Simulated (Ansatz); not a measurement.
Density of states of PtGa (P2_13) near the Fermi level, PBEsol, rigid bands (Ansatz, a program for electronic structure).

```
E − E_F (eV) | states/eV/cell
    -1.95 | ############################## 7.27
    -1.85 | ################# 4.22
    -1.75 | ################ 3.95
    -1.65 | ########################## 6.20
    -1.55 | ###################### 5.40
    -1.45 | ################## 4.30
    -1.35 | ############## 3.43
    -1.25 | ############# 3.15
    -1.15 | ############ 2.86
    -1.05 | ############# 3.27
    -0.95 | ################# 4.02
    -0.85 | ################ 3.78
    -0.75 | ############## 3.35
    -0.65 | ############# 3.19
    -0.55 | ############# 3.22
    -0.45 | ################# 4.16
    -0.35 | ############### 3.72
    -0.25 | ############## 3.44
    -0.15 | ########### 2.68
    -0.05 | ######## 1.88
     0.05 | ###### 1.49
     0.15 | #### 0.96
     0.25 | ### 0.81
     0.35 | ### 0.81
     0.45 | #### 0.90
     0.55 | #### 1.02
     0.65 | ##### 1.16
     0.75 | ###### 1.34
     0.85 | ####### 1.66
     0.95 | ######## 1.90
     1.05 | ######## 2.05
     1.15 | ######### 2.26
     1.25 | ############### 3.69
     1.35 | ############# 3.08
     1.45 | ########## 2.42
     1.55 | ######## 1.86
     1.65 | ####### 1.70
     1.75 | ####### 1.72
     1.85 | ######### 2.06
     1.95 | ############# 3.16
```

Q: With 8 atoms a cell, what bare Sommerfeld coefficient γ = (π²/3) k_B² N(E_F) follows?

A: N(E_F) ≈ 1.67 states/eV a cell at 300 K, so γ ≈ 0.49 mJ/(mol of atoms·K²), before electron-phonon enhancement.

Q: How far does the Fermi level move in a rigid band for 0.1 electron a cell added or removed?

A: 65 meV and -56 meV.

A metal at this level (no band gap); rigid bands, thermally averaged at 300 K, both spins. Spin-orbit coupling is left out, which matters with elements this heavy. Geometry: cell and atoms relaxed with PBEsol.
